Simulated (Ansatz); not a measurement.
# How a calculation on OsSe (Fm-3m, 2 atoms in the cell) responds to its settings

```xyz
2
Lattice="0.0000 2.6569 2.6569 2.6569 0.0000 2.6569 2.6569 2.6569 0.0000" Properties=species:S:1:pos:R:3 pbc="T T T"
Se     0.0000     0.0000     0.0000
Os     2.6569     2.6569     2.6569
```

Base run A: revPBE, default PAW files made with PBE (Ansatz, a program for electronic structure), self-consistent single point.

Its settings: basis.ecutwfc = 420 eV; kpoints.mp_grid.grid = 6 6 6; hamiltonian.xc = revpbe; hamiltonian.pseudopotentials = {kind: paw} (the program's default PAW files); scf.occupations.method = cold; scf.occupations.width = 0.1 eV.

The starting cell was generated: these elements placed on a structure prototype, without a prior relaxation; it need not be a known phase or ordering of this composition. Its lattice was rescaled by a random factor within 2.5 % of one. Spin polarisation is off. In the base run, with a pressure of about -9 GPa the cell is away from its equilibrium volume at this level. Ansatz's pressure includes its estimate of the finite-basis (Pulay) stress.

A dash stands where there is no value to compare (another energy zero or no entropy term, no result, no spin, no clean gap, or a mesh too coarse for one). 

Run A gave: pressure (GPa) -9.36.

Runs:
- B: hamiltonian.dispersion: default → d3bj [revPBE-D3BJ]
- C: hamiltonian.dispersion: default → d3bjatm [revPBE-D3BJ-ATM]
- D: hamiltonian.dispersion: default → d4 [revPBE-D4]
- E: hamiltonian.xc: revpbe → rpbe; hamiltonian.dispersion: default → d4 [RPBE-D4]

Problem. What does run C change against A?

Solution. The pressure goes from -9.36 to -16.63 GPa.

Problem. What does run E change against A?

Solution. The pressure goes from -9.36 to -18.19 GPa.

```
run  pressure (GPa)  dispersion energy (eV/atom)
---  --------------  ---------------------------
A             -9.36                            –
B            -17.27                       -0.903
C            -16.63                       -0.866
D            -17.60                       -0.963
E            -18.19                       -1.118
```

Keys are those of Ansatz 0.2.
